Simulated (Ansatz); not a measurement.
## Hypothetical Fddd MoSi2, response to strain

Consider MoSi₂ (space group Fddd, No. 70; a = 4.607 Å, b = 8.057 Å, c = 8.762 Å; a hypothetical phase, not in the database extracts checked). Axes: x, y, z lie along a, b, c of the conventional cell.

Strains are applied to the cell and any free atomic positions relax; under biaxial strain the out-of-plane vector relaxes too.

Computed with Ansatz (a first-principles code) PBE, without spin-orbit coupling.

Notes on the quantities. energy relative to the base: free energy F; pressure: mean of the normal stresses, compression positive.

| change | energy relative to the base | pressure | volume per atom |
|---|---|---|---|
| base | 0 meV/atom | 0.0 GPa | 13.55 Å³ |
| biaxial strain −0.54 %, plane normal [001], relaxed out of plane | ? | ? | ? |
| biaxial strain +0.65 %, plane normal [001], relaxed out of plane | +0.9 meV/atom | -1.1 GPa | 13.64 Å³ |
| isotropic strain +1.02 % | +7.8 meV/atom | -5.8 GPa | 13.97 Å³ |
| uniaxial strain ε_xx = +4.72 % | +37 meV/atom | -8.4 GPa | 14.19 Å³ |

### Question
What belongs in the blanks?

### Answer

- biaxial strain −0.54 %, plane normal [001], relaxed out of plane, energy relative to the base: +0.7 meV/atom
- biaxial strain −0.54 %, plane normal [001], relaxed out of plane, pressure: 1.0 GPa
- biaxial strain −0.54 %, plane normal [001], relaxed out of plane, volume per atom: 13.48 Å³

Without a gap, meshes like the base's 13×13×13 leave anisotropic stresses uncertain by several tenths of a GPa, and small strain energies with them. Whether these cells are dynamically stable was not tested. All final runs are without spin polarisation.
